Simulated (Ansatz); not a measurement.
The starting structures come from a database of crystals and need not be the phases stable at ambient conditions.

The decay constant κ of evanescent states in the gap governs leakage through a thin film.

Consider the following.

```yaml
crystal:
  lattice:
    - [3.82886, 0.00000, 0.00000]
    - [-1.91443, 5.35268, 0.00000]
    - [0.00000, 0.00000, 12.67273]
  atoms:
    - { symbol: Si, position: [0.75727, 0.51454, 0.94511] }
    - { symbol: Si, position: [0.24273, 0.48546, 0.05489] }
    - { symbol: Si, position: [0.24273, 0.48546, 0.44511] }
    - { symbol: Si, position: [0.75727, 0.51454, 0.55489] }
    - { symbol: Si, position: [0.42869, 0.85738, 0.15727] }
    - { symbol: Si, position: [0.57131, 0.14262, 0.84273] }
    - { symbol: Si, position: [0.57131, 0.14262, 0.65727] }
    - { symbol: Si, position: [0.42869, 0.85738, 0.34273] }
    - { symbol: Si, position: [0.97127, 0.94254, 0.90937] }
    - { symbol: Si, position: [0.02873, 0.05746, 0.09063] }
    - { symbol: Si, position: [0.02873, 0.05746, 0.40937] }
    - { symbol: Si, position: [0.97127, 0.94254, 0.59063] }
```

The cell is taken as given.

Transport runs along the normal of the first two printed cell vectors.

No gap correction and no spin-orbit coupling; mid-gap is the computed energy nearest the middle.

Question: Compute, with Ansatz (a first-principles code) with r2SCAN, the band gap and the smallest decay constant κ at mid-gap.

Answer: Gap 0.69 eV on a 8×8×4 mesh; κ = 0.151 1/Å, at the zone centre.
